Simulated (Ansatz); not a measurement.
Abridged Ansatz (a quantum-chemistry and plane-wave program) output:

```
Relaxation: its limit of steps is 45 (relax.max_steps)
Pseudopotential: Cu, paw, valence charge 19
Pseudopotential: Au, paw, valence charge 19
Crystal: 12 atoms, lattice volume = 204.269 Å³
Basis set: ecut = 420 eV, 4031 PW (Γ), exchange–correlation on 80×96×80 points (8 copies of the dense FFT grid, shifted against one another)
Bands: 137, of which v1, the nominal top of the filled ones, is band 114 counted from 1 (113 counted from 0)
Symmetry: 1 space group operations
k-points: 123 of 245 (time reversal used)
Functional: x = pbesol(κ = 0.804, μ = 0.12345679012345678), c = pbesol(β = 0.046)
SCF iter   1: F=—  HF=-149666.697672 eV  |F-HF|=—  |Δ(HF+E_count)|=         —  Δρ=8.40e-3  dr2=1.11e-1  ethr=1.77e-3  ⟨swp⟩=4.8  Hψ=51880  notcnv=0  defer=1103
SCF iter   2: F=—  HF=-149666.678978 eV  |F-HF|=—  |Δ(HF+E_count)|=   1.87e-2  Δρ=3.23e-3  dr2=2.05e-2  ethr=4.87e-5  ⟨swp⟩=2.7  Hψ=31252  notcnv=0  defer=1685
SCF 1 converged in 10 iterations: F = -149666.672511 eV  dr2 = 3.68e-10
relax step   1: F+E_penalty+E_count = -149666.67251117 eV  Δ(F+E_penalty+E_count) = +0.000e0 eV  max|allowed force component| = 5.646e-1 eV/Å  Δτ_max = 0.0000 Å  (10 SCF iters, accepted)
Crystal: 12 atoms, lattice volume = 204.269 Å³
SCF iter   1: F=—  HF=-149666.713182 eV  |F-HF|=—  |Δ(HF+E_count)|=         —  Δρ=8.81e-3  dr2=1.26e-1  ethr=5.43e-5  ⟨swp⟩=1.1  Hψ=59505  notcnv=0  defer=1744
SCF iter   2: F=—  HF=-149666.692204 eV  |F-HF|=—  |Δ(HF+E_count)|=   2.10e-2  Δρ=4.99e-3  dr2=4.43e-2  ethr=5.43e-5  ⟨swp⟩=1.0  Hψ=15099  notcnv=0  defer=1744
SCF 2 converged in 10 iterations: F = -149666.681611 eV  dr2 = 3.71e-10
relax step   2: F+E_penalty+E_count = -149666.68161125 eV  Δ(F+E_penalty+E_count) = -9.100e-3 eV  max|allowed force component| = 6.107e-1 eV/Å  Δτ_max = 0.1391 Å  (10 SCF iters, accepted)
Crystal: 12 atoms, lattice volume = 204.269 Å³
SCF iter   1: F=—  HF=-149666.807714 eV  |F-HF|=—  |Δ(HF+E_count)|=         —  Δρ=3.93e-3  dr2=2.53e-2  ethr=1.15e-4  ⟨swp⟩=5.6  Hψ=39102  notcnv=0  defer=1697
SCF iter   2: F=—  HF=-149666.804251 eV  |F-HF|=—  |Δ(HF+E_count)|=   3.46e-3  Δρ=2.15e-3  dr2=8.60e-3  ethr=1.11e-5  ⟨swp⟩=1.0  Hψ=19434  notcnv=0  defer=1703
SCF 3 converged in 9 iterations: F = -149666.802391 eV  dr2 = 1.06e-9
relax step   3: F+E_penalty+E_count = -149666.80239074 eV  Δ(F+E_penalty+E_count) = -1.208e-1 eV  max|allowed force component| = 7.794e-3 eV/Å  Δτ_max = 0.0534 Å  (9 SCF iters, accepted)
SCF converged after 9 iterations
[...]
  atom   7  Au    -0.00082420     0.00182557     0.00295815
  atom   8  Au     0.00327094    -0.00177256     0.00299218
  atom   9  Au    -0.00143600    -0.00014144     0.00092974
  atom  10  Au    -0.00280667     0.00571918    -0.00525818
  atom  11  Au     0.00041120     0.00039554     0.00054509
  atom  12  Au     0.00215504    -0.00443999     0.00164101
--- Stress (GPa, compression-positive) ---
       -3.934390       0.383445      -0.375060
        0.383445      -3.940793       0.380459
       -0.375060       0.380459      -3.937646
  P = ⅓ Tr σ = -3.9376 GPa (-39.376 kbar)
--- Relaxed structure (3 steps of the walk, 3 accepted, 0 SCFs on fresh bases) ---
  atoms:
    - { symbol: Cu, position: [-0.0027455983388666298, -0.0009495181915433481, 0.002993131747735707] }
    - { symbol: Au, position: [-0.0019770007306333685, -0.0008003709647514136, 0.502841090495172] }
    - { symbol: Au, position: [0.16233532622770575, 0.3261569250819435, 0.16740826462749472] }
    - { symbol: Au, position: [0.16212291228324177, 0.3257157018600953, 0.6746925519511224] }
    - { symbol: Au, position: [0.3310778341867084, 0.661280011227833, 0.33633351225109454] }
    - { symbol: Au, position: [0.32670880811284175, 0.6727301648370634, 0.8383795332990434] }
    - { symbol: Au, position: [0.49759005402333184, -0.0006852127115135054, 0.002803131974418588] }
    - { symbol: Au, position: [0.49794942365790973, -0.0008476154481116549, 0.5027551471042475] }
    - { symbol: Au, position: [0.669044137308364, 0.3257786660101001, 0.16747379298308174] }
    - { symbol: Au, position: [0.6646783544376642, 0.3372844351071057, 0.6695066238078988] }
    - { symbol: Au, position: [0.8335664868000124, 0.672662218868603, 0.33150803935924855] }
    - { symbol: Au, position: [0.8334679668317202, 0.6725152615231761, 0.8386531584994427] }
```

**Question.** What was computed, and what are the main results?

**Answer.** CuAu11, 12 atoms in the cell, with PBEsol/PAW in Ansatz, no spin-orbit coupling. The last SCF converged to F = -149666.802391 eV, or -12472.2335 eV per atom, at a pressure of -3.94 GPa. The total energy compares only with runs of the same code, potentials and settings.

The cell is small, so the values are those of an ordered compound at a high defect concentration; dilute-limit values will differ. The final runs are not spin-polarised. The cell was made from Au in the fcc (Cu type) structure (space group Fm-3m, No. 225) by this change: Cu on a Au site. The defect cell is not spin-polarised.

Keys are those of Ansatz 0.2.
